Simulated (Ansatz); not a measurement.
Consider ZnO in the wurtzite structure (space group P6_3mc, No. 186).

```
ZnO
1.0
    3.27960     0.00000     0.00000
   -1.63980     2.84021     0.00000
    0.00000     0.00000     5.29330
Zn O
2 2
Cartesian
  1.63980   0.94674   0.01140
  0.00000   1.89348   2.65805
  1.63980   0.94674   3.29798
  0.00000   1.89348   0.65133
```

Calculations: PBE, PAW, 420 eV (Ansatz, an electronic-structure program; no spin-orbit coupling).

Its conduction minimum is a single valley at Γ with mass 0.14 mₑ.

It is then changed as follows: 0.493 electrons added to each cell, a density of 1.0×10^22 cm⁻³, with a uniform compensating background at fixed cell and a 300 K Fermi–Dirac width.

Problem. Where would a parabolic band put the Fermi level, and where does the calculation put it?

Solution. k_F = (3π²n)^(1/3) = 0.667 Å⁻¹, so ħ²k_F²/2m = 12 eV above the band edge at zero temperature. The calculation gives 3.15 eV (to 0.05 eV): the band is strongly non-parabolic or higher valleys fill at this density.

Carriers are added with a uniform compensating background; total energy and stress of such cells depend on the potential's zero and are not compared; many-body gap narrowing is missing at this level. The levels and masses belong to the bands next to the band gap. Effective masses come from finite differences of ±0.01 Å⁻¹. Whether these cells are dynamically stable was not tested.
